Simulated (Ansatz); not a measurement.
The structure below was relaxed with Ansatz (a quantum-chemistry and plane-wave program) PBE, scalar-relativistic without spin-orbit coupling, earlier PAW set, at pressure 3 GPa.

```
Si
1.0
    0.00000     2.70633     2.70633
    2.70633     0.00000     2.70633
    2.70633     2.70633     0.00000
Si
2
Cartesian
  2.70633   2.70633   2.70633
  4.05950   4.05950   4.05950
```

Find the space group and the Wyckoff positions.

Space group Fd-3m, origin choice 1 (No. 227); a = b = c = 5.413 Å, α = β = γ = 90.00°

```
atom  site  symmetry       x       y       z
----  ----  --------  ------  ------  ------
Si      8a      -43m  0.0000  0.0000  0.0000
```

Describe the coordination.

The crystal has 8 atoms in its conventional cell. Lattice parameters: a = b = c = 5.4127 Å, α = β = γ = 90.00°. Si sees 4 Si at 2.344 Å (tetrahedral). (Neighbours: up to the widest gap in distance over summed covalent radii, below 1.35, at either atom.)

Load acts through the strain it causes; cell and atoms are relaxed under it. No phonon test of stability was made. Tetrahedral semiconductors of this kind turn to denser phases somewhere between about 1 and 50 GPa; those were not computed, so compressed cells here can lie past the real transition. The cell was made from Si in the diamond structure (space group Fd-3m, No. 227) by this change: pressure 3 GPa.
